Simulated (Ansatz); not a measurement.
InP under load (space group I-4m2), r2SCAN with spin-orbit coupling, rigid bands in Ansatz (a quantum-chemistry and plane-wave program). Condition of this run: uniaxial stress zz = -2 GPa (compression positive) (the target of the relaxation). Band gap 0.87 eV, N_c = 5.24e17 cm⁻³ and N_v = 1.10e19 cm⁻³ at 300 K, conductivity masses along x (a = (0.00, 2.92, 3.04) Å; b = (2.92, 0.00, 3.04) Å; c = (2.92, 2.92, 0.00) Å) of 0.0773 mₑ (electrons) and 0.397 mₑ (holes). Take k_BT = 0.02585 eV.

What thermal injection velocity √(2k_BT/πm) limits a ballistic channel along the direction named?

1.94e7 cm/s for electrons and 8.54e6 cm/s for holes, a ratio of √(m_h/m_e) = 2.27, for dilute carriers.

Find the intrinsic carrier density and the intrinsic Fermi level.

n_i = √(N_c N_v) exp(−E_g/2k_BT) = 2.40e18 × exp(−16.83) = 1.2e11 cm⁻³. The level lies (k_BT/2) ln(N_v/N_c) = 39 meV from mid-gap (positive towards the conduction band). Each 0.1 eV added to the gap lowers n_i by a factor of 6.9.

Rigid bands with the computed gap; masses take one relaxation time for all states.
